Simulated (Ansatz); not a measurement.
We consider CsCl-type NaCl (model structure) (like a known high-pressure phase), described by HSE06 (Ansatz, an electronic-structure program, PAW).

Numerical settings: plane-wave cutoff 500 eV, 6×6×6 k mesh, gaussian smearing 0.02 eV, scalar-relativistic PAW data made under PBE.

Cell (relaxed at this level):

```
NaCl
1.0
    3.48177     0.00000     0.00000
    0.00000     3.48177     0.00000
    0.00000     0.00000     3.48177
Na Cl
1 1
Cartesian
  0.00000   0.00000   0.00000
  1.74088   1.74088   1.74088
```

**Question.** Predict the band gap.

**Answer.** 
* **band gap**: 5.36 eV (on the SCF k mesh)

Static lattice: no zero-point or thermal effects.

Computing time: about 90 core-seconds (a rough figure).

A model structure was made by putting elements into a prototype or built by hand; it is no filed structure, need not be a known phase, and can be a saddle point held by its symmetry.
